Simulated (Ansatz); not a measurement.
Base system: MgTe in the zinc blende structure (space group F-43m, No. 216; a = 6.368 Å). Axes: x, y, z lie along the cube axes.

Calculations: LDA (Ansatz, a first-principles code; PAW; 420 eV plane waves; no SOC).

Strains are applied to the cell and any free atomic positions relax; under biaxial strain the out-of-plane vector relaxes too.

One change was made to it. Results:

```tsv
quantity	base	after
energy relative to the base (free energy F)	0 meV/atom	+4.7 meV/atom
gap character	direct at Γ	direct at Γ
```

Problem. Which of these changes matches the shifts?
A. biaxial strain −1.50 %, plane normal [001], relaxed out of plane
B. biaxial strain +1.00 %, plane normal [001], relaxed out of plane
C. biaxial strain −2.50 %, plane normal [001], relaxed out of plane
D. biaxial strain +0.50 %, plane normal [001], relaxed out of plane
E. biaxial strain +1.50 %, plane normal [001], relaxed out of plane

Solution. C, biaxial strain −2.50 %, plane normal [001], relaxed out of plane. For comparison, the energy relative to the base in the other runs: biaxial strain +1.00 %, plane normal [001], relaxed out of plane gives +0.7 meV/atom; biaxial strain −1.50 %, plane normal [001], relaxed out of plane gives +1.7 meV/atom; biaxial strain +0.50 %, plane normal [001], relaxed out of plane gives +0.2 meV/atom; biaxial strain +1.50 %, plane normal [001], relaxed out of plane gives +1.5 meV/atom.

With Te present, leaving out spin-orbit coupling can change the band edges. Whether these cells are dynamically stable was not tested. Labels are those of the standard path for the cell's own space group.
